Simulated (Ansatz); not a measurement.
A short convergence ladder for LaPt2 (Fd-3m, 6 atoms in the cell)

```
CELL_PARAMETERS angstrom
      0.00000     3.89244     3.89244
      3.89244     0.00000     3.89244
      3.89244     3.89244     0.00000
ATOMIC_POSITIONS crystal
  La 0.50000 0.50000 0.50000
  La 0.75000 0.75000 0.75000
  Pt 0.12500 0.12500 0.12500
  Pt 0.62500 0.12500 0.12500
  Pt 0.12500 0.12500 0.62500
  Pt 0.12500 0.62500 0.12500
```

Base method: LDA (PW92), default PAW files made with PBE (plane waves; Ansatz, a quantum-chemistry and plane-wave program).

Base settings: basis.ecutwfc = 420 eV; kpoints.mp_grid.grid = 7 7 7; hamiltonian.xc = lda; hamiltonian.pseudopotentials = {kind: paw} (the program's default PAW files); scf.occupations.method = fermi_dirac; scf.occupations.width = 0.1 eV.

Core times come from one kind of shared machine, to one figure; runs under 30 s give none.

**Zone-centre phonons against the cutoff**

In this ladder: phonons.method = dfpt.

The mesh stays at the base's, so the ladder's end is converged at best in this setting alone.

Frequencies are those of the unrelaxed cell, without the LO-TO term of polar crystals.

Only quantities that move along the ladder and can be compared are tabulated.

```tsv
basis.ecutwfc	highest zone-centre frequency (cm⁻¹)	lowest optical frequency (cm⁻¹)	core time / last (rough)
210 eV	138.3	64.4	0.2
295 eV	201.7	58.6	0.3
420 eV	195.2	58.1	0.4
505 eV	195.2	58.1	1
```

Coarsest basis.ecutwfc that holds the lowest optical frequency within 5 cm⁻¹ of the last step, with all finer ones: 295 eV, at about 0.3 of the last step's time; the step before is off by 6.3 cm⁻¹.

Coarsest basis.ecutwfc that holds the highest zone-centre frequency within 2 cm⁻¹ of the last step, with all finer ones: 420 eV, at about 0.4 of the last step's time; the step before is off by 6.6 cm⁻¹.

On the base run: the starting cell comes from a database of computed structures (which also holds hypothetical and non-ambient phases and stackings), without a prior relaxation at this level. Its lattice was rescaled by up to half a per cent. Spin polarisation is off. In the base run, with a pressure of about -6 GPa the cell is away from its equilibrium volume at this level.

Keys are those of Ansatz 0.2.
